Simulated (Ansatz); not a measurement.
**SnGe (model structure, started from the NiAs type, P6₃/mmc, No. 194, 4 atoms in the cell)**

These are PBE in Ansatz (PAW) values and carry that method's errors.

Settings: plane-wave cutoff 500 eV, 12×12×8 k mesh (along the axes of the cell as run), Fermi–Dirac smearing 0.05 eV, scalar-relativistic PAW data made under PBE.

Cell (relaxed at this level):

SnGe is taken in the hexagonal space group P6₃/mmc (No. 194), the NiAs type structure, Pearson symbol hP4. Lattice parameters: a = b = 3.970 Å, c = 7.261 Å, α = β = 90.00°, γ = 120.00°. Sn on 2a has 6 Ge at 2.924 Å (octahedral). Ge on 2c has 6 Sn at 2.924 Å (trigonal prismatic). (Neighbours: up to the widest gap in distance over summed covalent radii, below 1.35, at either atom; cation-cation and far metal-metal contacts left out.)

```json
{
  "band_gap": "zero (no gap)"
}
```

Note: the relaxation could raise the start's symmetry but not lower it, so the cell can be a saddle point.

Spin–orbit coupling is not included.

Static lattice: no zero-point or thermal effects.

A model structure was made by putting elements into a prototype or built by hand; it is no filed structure, need not be a known phase, and can be a saddle point held by its symmetry.

Ansatz is a quantum-chemistry and plane-wave program.
